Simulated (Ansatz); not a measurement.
## Pressure series in ZnS

The parent structure is ZnS in the zinc blende structure (space group F-43m, No. 216).

```cif
data_S4Zn4
_chemical_formula_sum 'S4 Zn4'
_space_group_name_H-M_alt 'F-43m'
_space_group_IT_number 216
_space_group_name_Hall 'F -4 2 3'
_cell_length_a 5.35666
_cell_length_b 5.35666
_cell_length_c 5.35666
_cell_angle_alpha 90.000
_cell_angle_beta 90.000
_cell_angle_gamma 90.000
loop_
_atom_site_label
_atom_site_type_symbol
_atom_site_symmetry_multiplicity
_atom_site_Wyckoff_symbol
_atom_site_fract_x
_atom_site_fract_y
_atom_site_fract_z
_atom_site_occupancy
S1 S 4 c 0.25000 0.25000 0.25000 1
Zn1 Zn 4 a 0.00000 0.00000 0.00000 1
```
(The calculation used a cell of 2 atoms; values per cell refer to that cell.)

Cell and atoms are relaxed at each pressure.

Method: PBEsol/PAW in Ansatz (a program for electronic structure), no SOC.

```
change               density  band gap
----------------  ----------  --------
base              4.21 g/cm³   2.09 eV
pressure −2 GPa   4.10 g/cm³   1.97 eV
pressure −1 GPa   4.16 g/cm³   2.03 eV
pressure 1.8 GPa  4.31 g/cm³         ?
pressure 4.2 GPa           ?   2.29 eV
pressure 9 GPa    4.62 g/cm³   2.49 eV
pressure 18 GPa   4.94 g/cm³   2.75 eV
pressure 30 GPa   5.30 g/cm³   2.54 eV
pressure 45 GPa   5.66 g/cm³   2.32 eV
pressure 60 GPa   5.98 g/cm³   2.14 eV
```

Task: Complete the table.

Result: 
- pressure 1.8 GPa, band gap: 2.18 eV
- pressure 4.2 GPa, density: 4.42 g/cm³

Load acts through the strain it causes; cell and atoms are relaxed under it. Whether these cells are dynamically stable was not tested. Measured, ZnS leaves this structure (for rock salt) near 14.7 GPa (temperature not stated; as listed in Datta, Sujoy, Jana, Debnarayan, arXiv (2020)), on rising pressure, with hysteresis.
